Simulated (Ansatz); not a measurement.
Ge on a cation site across 6 hosts. All values below come from PBE, PAW (plane waves to 420 eV; Ansatz, a quantum-chemistry and plane-wave program). Charged cells are image-corrected; levels hold to tenths of an eV, spin–orbit coupling is left out, only levels at least 0.1 eV inside the gap count, hosts with a level within 0.25 eV of an edge are left out, and each defect is the lowest state found from one start.

| host | site at the start | sites, k-points | gap (eV) | localised charge states | levels above the VBM (eV) |
|---|---|---|---|---|---|
| zinc-blende InP | the In site | 64, 2×2×2 shifted | 0.44 | +1 | none; +1 throughout |
| metastable 2H silicon carbide | the Si site | 96, 2×2×2 shifted | 2.31 | 0 | none; 0 throughout |
| rock-salt CaO | the Ca site | 64, 2×2×2 shifted | 3.66 | +2, +1, 0 | (+2/0) 1.41 |
| 6H silicon carbide | the Si(k2) site | 144, 2×2×1 shifted | 2.01 | 0 | none; 0 throughout |
| corundum | the Al site | 120, 2×2×2 Γ-centred | 5.85 | +1, 0, −1 | (+1/−1) 4.07 |
| rutile SnO2 | the Sn site | 72, 2×2×2 shifted | 0.68 | 0 | none; 0 throughout |

The lowest level as a share of the gap: rock-salt CaO: 1.41 / 3.66 = 0.39; corundum: 4.07 / 5.85 = 0.70. No level in zinc-blende InP, metastable 2H silicon carbide, 6H silicon carbide, rutile SnO2.
